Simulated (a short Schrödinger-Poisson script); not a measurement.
System: symmetric double-gate stack, SiO2 on p-type Si(110), at 400 K.

```csv
layer,material,thickness (nm),Na (cm⁻³)
1,SiO2,3.6,-
2,Si,6,5e15
3,SiO2,3.6,-
```

The device is made up for the run: typed textbook-type constants, with dimensions and the other settings drawn at random. SiO2: permittivity 3.9, conduction-band edge (eV) 3.15, gap (eV) 9, electron mass (mₑ) 0.5. Si: permittivity 11.7, conduction-band edge (eV) 0, gap (eV) 1.124, Nv at 300 K (cm⁻³) 3.1e19.

Channel valleys (confinement mass, in-plane density-of-states mass, number): Δ4 0.315, 0.324, 4; Δ2 0.19, 0.417, 2. At the gates, both at one voltage, the conduction-band edge of layer 1 lies 3.19 eV − eVg above the Fermi level of the channel. Gaps are held at their typed values at every temperature. Mesh 0.03 nm at interfaces.

From a short Schrödinger-Poisson script (our own, NumPy): 1D Poisson equation in equilibrium, electrons quantum, Hartree (BenDaniel-Duke, 12 states a valley, the channel's in-plane mass for all, wave functions ending at the dielectric), parabolic valleys, classical holes, full ionisation, no traps, pinning or gate leakage.

**Question.** List the lowest subbands of each valley and their electrons at Vg = 2.25 V.

**Answer.** 
```tsv
valley	subband	energy from the Fermi level (meV)	electrons (cm⁻²)	share (%)
Δ4	0	-3.4	1.39e13	60.5
Δ4	1	50.1	3.92e12	17.1
Δ4	2	219.0	3.25e10	0.1
Δ2	0	23.7	4.90e12	21.4
Δ2	1	141.1	1.99e11	0.9
Δ2	2	413.0	7.51e7	0.0
```

All electrons: 2.29e13 cm⁻².
